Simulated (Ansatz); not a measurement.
Input and output of a self-consistent single point for AlAu (P4mm, 2 atoms in the cell) (Ansatz, an electronic-structure program).

Method of the run: LDA (PW92), harder PAW files (source: ansatz) made with PBE (plane waves; Ansatz).

```
CELL_PARAMETERS angstrom
      3.21427     0.00000     0.00000
      0.00000     3.21427     0.00000
      0.00000     0.00000     3.21427
ATOMIC_POSITIONS crystal
  Al 0.00000 0.00000 0.01556
  Au 0.50000 0.50000 0.50000
```

Reference input (self-consistent single point, DFT, LDA (PW92), plane waves, default PAW files made with PBE): basis.ecutwfc = 30.9 Ry; kpoints.mp_grid.grid = 10 10 10; hamiltonian.xc = lda; hamiltonian.pseudopotentials = {kind: paw} (the program's default PAW files); scf.occupations.method = gaussian; scf.occupations.width = 0.0073 Ry. This run's input differs from it in these lines:

Ansatz 0.2 input:
```diff
@@ -10,3 +10,3 @@
 basis:
-  ecutwfc: 30.9 Ry
+  ecutwfc: 46.3 Ry
 kpoints:
@@ -18,2 +18,3 @@
     kind: paw
+    source: ansatz
 scf:
```

Output (repeated stretches shortened):

```
SCF iter   1: F=—  HF=-15304.949073 eV  |F-HF|=—  |Δ(HF+E_count)|=         —  Δρ=1.73e-1  dr2=1.44e1  ethr=3.10e-3  ⟨swp⟩=6.8  Hψ=12736  notcnv=0
all-band conjugate gradients solve this SCF's bands
preconditioner: auto → none
SCF iter   2: F=—  HF=-15303.032876 eV  |F-HF|=—  |Δ(HF+E_count)|=    1.92e0  Δρ=1.11e-1  dr2=6.33e0  ethr=3.10e-3  ⟨swp⟩=3.1  Hψ=4851  notcnv=0  defer=7
   [... lines left out ...]
SCF iter   5: F=—  HF=-15301.488148 eV  |F-HF|=—  |Δ(HF+E_count)|=   6.30e-5  Δρ=4.44e-4  dr2=1.02e-4  ethr=1.31e-6  ⟨swp⟩=2.3  Hψ=3614  notcnv=0  defer=9
SCF iter   6: F=—  HF=-15301.488102 eV  |F-HF|=—  |Δ(HF+E_count)|=   4.60e-5  Δρ=1.04e-4  dr2=2.97e-6  ethr=3.39e-7  ⟨swp⟩=2.0  Hψ=3297  notcnv=0  defer=9
SCF iter   7: F=—  HF=-15301.488114 eV  |F-HF|=—  |Δ(HF+E_count)|=   1.23e-5  Δρ=1.10e-5  dr2=2.93e-8  ethr=3.33e-10  ⟨swp⟩=6.4  Hψ=13827  notcnv=0
SCF iter   8: F=-15301.488114 eV  HF=-15301.488114 eV  |F-HF|=7.28e-12  |Δ(HF+E_count)|=   4.94e-9  Δρ=1.86e-6  dr2=2.81e-10  ethr=9.78e-11  ⟨swp⟩=3.0  Hψ=8511  notcnv=0
SCF 1 converged in 8 iterations: F = -15301.488114 eV  dr2 = 2.81e-10
Free energy (F): -15301.488114 eV
Internal energy: -15301.482683 eV  (E = F + TS)
E sigma→0 (E₀):  -15301.485399 eV
Entropy (-TS):   -0.005430 eV (-2.715 meV/atom)
Fermi energy:    16.148319 eV
--- Forces (eV/Å), atoms counted from 1 ---
  atom   1  Al     0.00000000     0.00000000    -0.05861890
  atom   2  Au     0.00000000     0.00000000     0.05865807
--- Stress (GPa, compression-positive) ---
       -6.925051       0.000000       0.000000
        0.000000      -6.925051       0.000000
        0.000000       0.000000      -6.979979
  P = ⅓ Tr σ = -6.9434 GPa (-69.434 kbar)
  The stress holds the Pulay correction. Without it, at fixed plane waves, as pw.x and ABINIT print it: P = -8.4307 GPa
```

The run converged in 8 iterations. Against the reference run the pressure moves little (-7.00 to -6.94 GPa) and the largest force hardly changes (0.058 to 0.059 eV/Å).

The starting cell comes from a database of computed structures (which also holds hypothetical and non-ambient phases and stackings), without a prior relaxation at this level. Its lattice was rescaled by up to half a per cent. One atom was moved a little off its site on purpose. Ansatz's pressure includes its estimate of the finite-basis (Pulay) stress. Without the estimate this run gives -8.43 GPa. The cutoff lies below the one recommended for these files.
